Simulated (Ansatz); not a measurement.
Band structure of ZnSe (F-43m, 2 atoms in the cell).

```
ZnSe
1.0
    0.00000     2.83500     2.83500
    2.83500     0.00000     2.83500
    2.83500     2.83500     0.00000
Zn Se
1 1
Direct
  0.00000   0.00000   0.00000
  0.25000   0.25000   0.25000
```

Computed with PBE (plane waves, PAW; Ansatz, an electronic-structure program).

Settings: basis.ecutwfc = 420 eV; kpoints.mp_grid.grid = 10 10 10; hamiltonian.xc = pbe; hamiltonian.pseudopotentials = {kind: paw} (the program's default PAW files); scf.occupations.method = fermi_dirac; scf.occupations.width = 0.01 eV; kpoints.band_path.npoints = 8.

The starting cell has typed, rounded lattice constants, without a prior relaxation at this level.

Problem. Predict the gap along the standard path and the places of the band edges.

Solution. The gap along the path is 1.28 eV, direct at Γ to within 0.01 eV.

Levels in eV from the top of the valence band on the path, bands 11 to 17:
```csv
point,11,12,13,14,15,16,17
Γ,-6.16,0.00,0.00,0.00,1.28,5.81,5.81
X,-5.99,-4.74,-2.18,-2.18,2.99,3.47,10.72
W,-5.86,-4.68,-2.75,-2.66,5.48,5.55,6.97
K,-5.90,-4.71,-3.08,-1.79,3.59,5.60,9.04
L,-6.01,-5.22,-0.87,-0.87,2.54,6.39,6.39
U,-5.90,-4.71,-3.08,-1.79,3.59,5.60,9.04
```

Keys are those of Ansatz 0.2.
